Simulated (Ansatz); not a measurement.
Response to strain in Al

Take Al in the fcc (Cu type) structure (space group Fm-3m, No. 225; relaxed with 0.1 eV smearing) as the base.

```cif
data_Al
_chemical_formula_sum 'Al1'
_space_group_name_H-M_alt 'P 1'
_space_group_IT_number 1
_cell_length_a 2.82394
_cell_length_b 2.82394
_cell_length_c 2.82394
_cell_angle_alpha 60.000
_cell_angle_beta 60.000
_cell_angle_gamma 60.000
loop_
_space_group_symop_operation_xyz
  'x, y, z'
loop_
_atom_site_label
_atom_site_type_symbol
_atom_site_fract_x
_atom_site_fract_y
_atom_site_fract_z
_atom_site_occupancy
Al1 Al 0.00000 0.00000 0.00000 1
```

Strains are applied to the cell and any free atomic positions relax.

The values are results of DFT with r2SCAN, PAW potentials and a 500 eV plane-wave cutoff in Ansatz (an electronic-structure program), no SOC, not measurements.

| isotropic strain (%) | pressure (GPa) |
|---|---|
| 0 | 0.0 |
| 0.5 | -1.3 |
| 1 | -2.6 |
| 1.5 | -3.7 |
| 2 | -4.8 |
| 2.5 | ? |
| 3 | -6.7 |

Fit P = P₀ − Bδ + Cδ² with δ = (1 + ε)³ − 1 to the rows shown and predict the withheld row.

Least squares on the printed values gives P₀ = 0.0 GPa, B = 90.6 GPa, C = 197 GPa (largest residual 0.0 GPa); this predicts -5.8 GPa, and the run gives -5.8 GPa, in agreement.

No phonon test of stability was made.
